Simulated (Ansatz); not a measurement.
Cell and atoms of amorphous Hf18O38Ge:

```
Hf18GeO38
1.0
    8.57252    -0.10053    -0.38070
   -0.10053     9.43931    -0.06182
   -0.38070    -0.06182     9.18103
Hf O Ge
18 38 1
Direct
  0.46556   0.58755   0.58310
  0.26641   0.66052   0.10034
  0.07508   0.08991   0.93169
  0.50901   0.24195   0.44640
  0.33557   0.96281   0.61817
  0.96842   0.46538   0.97506
  0.60118   0.85303   0.31330
  0.45034   0.28691   0.06110
  0.11480   0.63588   0.69996
  0.78205   0.96381   0.70330
  0.22971   0.99382   0.26853
  0.80432   0.64979   0.49835
  0.88538   0.83450   0.12320
  0.58526   0.59757   0.94976
  0.80122   0.17537   0.17725
  0.87783   0.30300   0.58733
  0.14089   0.37919   0.36233
  0.46143   0.94103   0.96469
  0.31406   0.49176   0.72934
  0.92017   0.28451   0.35331
  0.70347   0.15366   0.55993
  0.16162   0.97908   0.46802
  0.69302   0.44052   0.53052
  0.81324   0.71627   0.29990
  0.43046   0.50803   0.10866
  0.02070   0.04390   0.14703
  0.38883   0.72879   0.92666
  0.94096   0.76683   0.66524
  0.27759   0.21851   0.30144
  0.54396   0.66732   0.40501
  0.60113   0.27500   0.25185
  0.92520   0.25879   0.01612
  0.10801   0.78787   0.19510
  0.02296   0.54502   0.49708
  0.55745   0.94925   0.76427
  0.81757   0.60502   0.02652
  0.94053   0.13435   0.73888
  0.63788   0.80947   0.06969
  0.60596   0.11571   0.02905
  0.95756   0.45106   0.75448
  0.23899   0.97665   0.80903
  0.36787   0.42240   0.45924
  0.30841   0.08107   0.06111
  0.22445   0.28056   0.89744
  0.62931   0.63472   0.74119
  0.11855   0.28315   0.57184
  0.30316   0.74112   0.60651
  0.38769   0.84820   0.18791
  0.40382   0.19066   0.64733
  0.77982   0.98427   0.25749
  0.12236   0.48394   0.16831
  0.11188   0.63183   0.92391
  0.58216   0.38163   0.92497
  0.71530   0.85873   0.52063
  0.45948   0.01365   0.41203
  0.89727   0.92446   0.91265
  0.26754   0.30859   0.71424
```

Methods: PBE, scalar-relativistic without spin-orbit coupling (Ansatz, a first-principles code); r2SCAN, scalar-relativistic without spin-orbit coupling (Ansatz); HSE06, scalar-relativistic without spin-orbit coupling (Ansatz). Neutral PBE cell, which sets geometry, pressure and energy: sampling: a 2×2×2 Γ-centred mesh; Fermi-Dirac width 0.02 eV; no spin polarisation. Exact exchange is cut at the faces of this 9 Å cell, which leaves hybrid gaps a finite-size error.

The cell was made by melting and quenching with the CHGNet potential and then relaxed with DFT. O atoms were pushed apart under 1.9 Å during the dynamics, to hinder bonds among them. The hot cell started wider than the set density and was brought back towards it in steps. It is the lowest in DFT energy of 2 quenches. It is a model cell: composition and starting density were chosen by hand, and all elements were melted together. No dispersion term was used. Its density started from a set value of 8.72 and ended at 8.72 g/cm³. The simulated quench (nominally 380 K/ps over its main leg) is rapid and tends to freeze in more defects than a deposited or slowly cooled glass has. Values belong to this one cell and scatter from quench to quench. The volume was held where the preparation left it and the shape relaxed. Cycles of charging lowered its energy after that relaxation.

Give the pressure and the spacing of the highest filled and lowest empty levels.


```yaml
Pressure on a 2×2×2 Γ-centred mesh: 0.63 GPa
Largest force and stress component on that mesh (the relaxation ran on the zone centre alone): 0.12 eV/Å and 1.5 GPa
Gap on a 2×2×2 Γ-centred mesh (PBE): 4.11 eV
Gap at the zone centre (PBE): 4.10 eV
Gap at the zone centre (r2SCAN): 4.58 eV
Gap at the zone centre (HSE06): 5.68 eV
Distance between the nearest levels spread over more than a fifth of the atoms or a third of the atoms of their main element (six at least) (PBE, zone centre): 4.10 eV
```

At PBE and the zone centre, how localised are the states just below and above the Fermi level (participation number: the atoms over which a state spreads)?

The highest filled state is spread over 12.2 atoms' worth, largest on O54, with weights by element (charge in smoothed Voronoi cells) O 0.95, Hf 0.05, Ge 0.00. The lowest empty state is spread over 36.7 atoms' worth, largest on Hf3, with weights by element (charge in smoothed Voronoi cells) O 0.54, Hf 0.43, Ge 0.03.

Bonds are counted up to Hf-Hf 3.34 Å, Hf-O 2.60 Å, Hf-Ge 2.99 Å, O-O 1.58 Å, O-Ge 2.23 Å, Ge-Ge 2.81 Å. Two cations that share two anions don't count as bonded, nor two that share one unless they lie closer than Hf-Hf 3.25 Å, Hf-Ge 2.91 Å, Ge-Ge 2.57 Å.

Added carriers, by PBE, scalar-relativistic without spin-orbit coupling (Ansatz) on the zone centre alone. Charged cells keep the cell fixed and stand in a uniform background, with no image correction, at a width of 0.01 eV; where the count is odd the moment is locked at 1 μB, unless the neutral cell bore moments. Each starts from the undistorted neutral geometry alone. PBE's self-interaction favours spread-out carriers, so it can miss traps that a hybrid finds.

What happens at PBE when the cell takes an extra electron and the atoms relax?

Relaxation lowers the charged cell by 0.21 eV. The largest moves are O33 0.15 Å, O43 0.11 Å, O41 0.10 Å, Hf3 0.09 Å. The level that holds the added charge spreads over 16.3 atoms' worth, most on Hf3 (weight 0.17): a partly localised carrier. No bond crosses its cut-off with a change of over 0.15 Å (metal-metal contacts aside). Made neutral again at that geometry, the cell lies +0.43 eV from the neutral start.

What happens at PBE when the cell takes a hole and the atoms relax?

Relaxation lowers the charged cell by 0.32 eV. The largest moves are O53 0.35 Å, Hf8 0.33 Å, O29 0.21 Å, Hf4 0.14 Å. The level that was emptied spreads over 2.7 atoms' worth, most on O53 (weight 0.52): a localised (trapped) carrier, which neighbours of that atom can share. Bonds formed: Hf8-O29. Made neutral again at that geometry, the cell lies +1.20 eV from the neutral start.
